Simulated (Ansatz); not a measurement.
# Hypothetical Pm-3n Ge under a change: uniaxial strain ε_yy = −1.06 %

Base system: Ge (space group Pm-3n, No. 223; a = 5.323 Å; a hypothetical phase, not in the database extracts checked). Axes: x, y, z lie along the cube axes.

One thing is altered: uniaxial strain ε_yy = −1.06 %, all other strain components held at zero, atoms relaxed at fixed cell.

The values are results of Kohn–Sham DFT with the PBEsol functional, run in Ansatz (a quantum-chemistry and plane-wave program) with PAW and 420 eV plane waves, without spin-orbit coupling, not measurements. Settings: 9×9×9 k-points, 0.05 eV Fermi–Dirac smearing.

The volume per atom drops by 0.20 Å³ (18.85 Å³ → 18.65 Å³) and the space group changes from Pm-3n (No. 223) to P4_2/mmc (No. 131). The shortest interatomic distance falls by 0.028 Å (2.661 Å → 2.633 Å) and the energy grows by 0.6 meV/atom. The pressure (mean of the normal stresses, compression positive) goes from zero to 0.8 GPa and the band gap is still zero. The stress (xx, yy, zz, yz, xz, xy; compression positive) amounts to (0.6, 1.1, 0.6, 0.0, 0.0, 0.0) GPa (rough).

Without a gap, meshes like the base's 9×9×9 leave anisotropic stresses uncertain by several tenths of a GPa, and small strain energies with them. Whether these cells are dynamically stable was not tested.
